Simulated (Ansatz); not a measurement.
The starting structures come from a database of crystals and need not be the phases stable at ambient conditions.

By PBEsol, the system below comes out a metal.

Given:

```
LuRu3B2
1.0
    3.01059     0.00000     0.00000
    0.00000     5.43879     0.00000
    0.00000    -2.71940     4.71013
Lu B Ru
1 2 3
Direct
  0.00000   0.00000   0.00000
  0.00000   0.33333   0.66667
  0.00000   0.66667   0.33333
  0.50000   0.00000   0.50000
  0.50000   0.50000   0.50000
  0.50000   0.50000   0.00000
```

Space group of this cell: P6/mmm. The cell is taken as given; by PBEsol its mean pressure is -3.6 GPa.

The current flows along the normal of the first two printed cell vectors, the (100) plane of the conventional cell. No spin-orbit coupling; the value is a mean over 0.1 eV about the Fermi level.

Q: Estimate the ballistic conductance per area that PBEsol (Ansatz, a quantum-chemistry and plane-wave program) returns for this system.

A: 0.57 × 10¹⁵ S/m² for both spins.
